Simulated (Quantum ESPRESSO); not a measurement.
Input and output of a self-consistent single point for YAl2 (R3m, 6 atoms in the cell) (Quantum ESPRESSO).

Method: PBEsol, PseudoDojo standard norm-conserving (PBESOL) pseudopotentials (plane waves; Quantum ESPRESSO 7.5).

The change in words: lattice scaled by 0.98; K_POINTS: automatic 4 4 4 0 0 0 → automatic 8 8 8 0 0 0. Reference geometry:
```
CELL_PARAMETERS angstrom
      0.00000     3.91266     3.91266
      3.91266     0.00000     3.91266
      3.91266     3.91266     0.00000
ATOMIC_POSITIONS crystal
  Y  0.75369 0.75369 0.75369
  Y  0.50000 0.50000 0.50000
  Al 0.12500 0.62500 0.12500
  Al 0.12500 0.12500 0.12500
  Al 0.62500 0.12500 0.12500
  Al 0.12500 0.12500 0.62500
```

Reference input (self-consistent single point, DFT, PBEsol, plane waves, PseudoDojo standard norm-conserving (PBESOL) pseudopotentials): ecutwfc = 75 Ry; occupations = smearing; smearing = fermi-dirac; degauss = 0.0073499 Ry; potentials = {Y: Y.upf, Al: Al.upf}; K_POINTS = automatic 4 4 4 0 0 0; conv_thr = 1e-09 Ry; mixing_beta = 0.5. This run's input differs from it in these lines:

```diff
@@ -24,5 +24,5 @@
 CELL_PARAMETERS angstrom
-   0.0000000000     3.9126620000     3.9126620000
-   3.9126620000     0.0000000000     3.9126620000
-   3.9126620000     3.9126620000     0.0000000000
+   0.0000000000     3.8344090000     3.8344090000
+   3.8344090000     0.0000000000     3.8344090000
+   3.8344090000     3.8344090000     0.0000000000
 ATOMIC_POSITIONS alat
@@ -35,3 +35,3 @@
 K_POINTS automatic
-4 4 4  0 0 0
+8 8 8  0 0 0
```

Output, abridged:

```
     Self-consistent Calculation

     iteration #  1     ecut=    75.00 Ry     beta= 0.50

     Threshold (ethr) on eigenvalues was too large:
     Diagonalizing with lowered threshold

     c_bands:  1 eigenvalues not converged

     total energy              =    -181.92466031 Ry
     estimated scf accuracy    <       0.04063041 Ry

     iteration #  2     ecut=    75.00 Ry     beta= 0.50

     total energy              =    -181.92695127 Ry
     estimated scf accuracy    <       0.00710329 Ry

     iteration #  3     ecut=    75.00 Ry     beta= 0.50

     total energy              =    -181.92740014 Ry
     estimated scf accuracy    <       0.00116063 Ry

   [... 6 blocks of this kind left out ...]

     iteration # 10     ecut=    75.00 Ry     beta= 0.50

     total energy              =    -181.92748533 Ry
     estimated scf accuracy    <       0.00000001 Ry

     iteration # 11     ecut=    75.00 Ry     beta= 0.50
     End of self-consistent calculation

     the Fermi energy is    10.1347 ev

!    total energy              =    -181.92748534 Ry
     estimated scf accuracy    <          2.7E-10 Ry
     smearing contrib. (-TS)   =      -0.00834501 Ry
     internal energy E=F+TS    =    -181.91914033 Ry

     convergence has been achieved in  11 iterations

     Forces acting on atoms (cartesian axes, Ry/au):

     atom    1 type  1   force =    -0.00811383   -0.00811383   -0.00811383
     atom    2 type  1   force =     0.00231311    0.00231311    0.00231311
     atom    3 type  2   force =     0.00144165    0.00217765    0.00144165
     atom    4 type  2   force =     0.00073977    0.00073977    0.00073977
     atom    5 type  2   force =     0.00217765    0.00144165    0.00144165
     atom    6 type  2   force =     0.00144165    0.00144165    0.00217765

     Total force =     0.015553     Total SCF correction =     0.000004

          total   stress  (Ry/bohr**3)                   (kbar)     P=       49.52
   0.00033660  -0.00000155  -0.00000155           49.52       -0.23       -0.23
  -0.00000155   0.00033660  -0.00000155           -0.23       49.52       -0.23
  -0.00000155  -0.00000155   0.00033660           -0.23       -0.23       49.52

   JOB DONE.
```

The run converged in 11 iterations. Against the reference run the free energy goes up by 28.3 meV/atom, the pressure goes from -0.40 to 4.95 GPa and the largest force goes from 0.305 to 0.361 eV/Å. The full log also holds: “c_bands:  3 eigenvalues not converged”.

The starting cell comes from a database of computed structures (which also holds hypothetical and non-ambient phases and stackings), without a prior relaxation at this level. Its lattice was rescaled by up to half a per cent. One atom was moved a little off its site on purpose. For this run, on top of that: lattice scaled by 0.98. With a pressure of about 5 GPa the cell is away from its equilibrium volume at this level.

Cost on one core of a shared machine: roughly 4 min.
